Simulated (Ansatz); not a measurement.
CsPbBr₃ (Pnma, No. 62, 20 atoms in the cell; start mp-567681) was calculated with r²SCAN in Ansatz (plane waves, PAW).

Run with plane-wave cutoff 560 eV, 4×8×2 k mesh (along the axes of the cell as run), Fermi–Dirac smearing 0.01 eV, scalar-relativistic PAW data made under PBE.

Cell (relaxed at this level):

CsPbBr3 is modelled in the orthorhombic space group Pnma (No. 62), Pearson symbol oP20. Conventional cell: a = 9.846 Å, b = 4.610 Å, c = 16.950 Å, α = 90.00°, β = 90.00°, γ = 90.00°. Cs on 4c is coordinated by 9 Br at 3.701–3.914 Å. Pb on 4c is surrounded by 1 Br at 2.865 Å and 5 Br at 3.051–3.245 Å (octahedral). Br1 on 4c is coordinated by 3 Pb at 3.099–3.245 Å and 2 Cs at 3.830–3.914 Å. Br2 on 4c has 1 Pb at 2.865 Å and 4 Cs at 3.701 Å. Br3 on 4c sees 2 Pb at 3.051 Å and 3 Cs at 3.780–3.833 Å. (Neighbours: up to the widest gap in distance over summed covalent radii, below 1.35, at either atom; cation-cation and far metal-metal contacts left out.)

Estimate the band gap, smallest direct gap on the k points sampled and Γ–Γ gap that the calculation returns.


- band gap: 3.29 eV
- smallest direct gap on the k points sampled: 3.41 eV
- Γ–Γ gap: 3.55 eV

Spin–orbit coupling is not included; with these elements it can move the gap by several tenths of an eV or more.

The computed numbers hold no vibrational or temperature effects.

Cost on a shared machine: very roughly 30 core-minutes.

A start named mp-… is a Materials Project structure, which need not be a measured phase.

Ansatz is a program for electronic structure.
